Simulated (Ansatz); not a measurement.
Data:

```
Ru
1.0
    2.59531     0.00000     0.00000
   -1.29766     2.31712     0.00000
    0.00000     0.00000     4.22371
Ru
2
Direct
  0.66527   0.33054   0.75000
  0.33473   0.66946   0.25000
```

No spin polarisation.

Computed with Kohn–Sham DFT with the LDA functional, run in Ansatz (a first-principles code) with PAW and 420 eV plane waves, no SOC. Γ-centred 25×25×14 mesh, Fermi–Dirac width 0.1 eV.

Predict the band gap.

Zero.

What is the computed pressure (mean of the normal stresses, compression positive)?

12.1 GPa.

What space group does the calculation give?

Cmcm (No. 63).

The cells carry an imposed strain or load. Stability against distortions was not tested. All final runs are without spin polarisation. The cell was made from Ru in the hcp (Mg type) structure (space group P6_3/mmc, No. 194) by this change: uniaxial strain ε_xx = −3.00 %.
